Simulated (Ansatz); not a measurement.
## Pt: pressure series

Base system: Pt in the fcc (Cu type) structure (space group Fm-3m, No. 225; a = 3.9403 Å).

Cell and atoms are relaxed at each pressure.

Calculations: Ansatz (a first-principles code) r2SCAN, spin-orbit coupling left out.

| P (GPa) | V (Å³/atom) |
|---|---|
| -2.01 | 15.410 |
| -1.01 | 15.352 |
| 0.89 | 15.244 |
| 2.10 | 15.178 |
| 4.50 | 15.053 |
| 9.00 | 14.834 |
| 15.01 | 14.570 |
| 22.49 | 14.277 |
| 29.99 | 14.015 |

A third-order Birch–Murnaghan fit to these points gives V₀ = 15.29 Å³/atom, B₀ = 272 GPa and B₀′ = 5.4. At pressure 30 GPa the volume is 91.6 % of V₀.

Measured bulk modulus of Pt: 289 GPa (static lattice; corrected from measurement; as listed in H. Levämäki et al., Physical Review B (2014)); the computed value is 6 % below it.

Load acts through the strain it causes; cell and atoms are relaxed under it. Stability against distortions was not tested. No other phases were tried under pressure. All final runs are without spin polarisation.
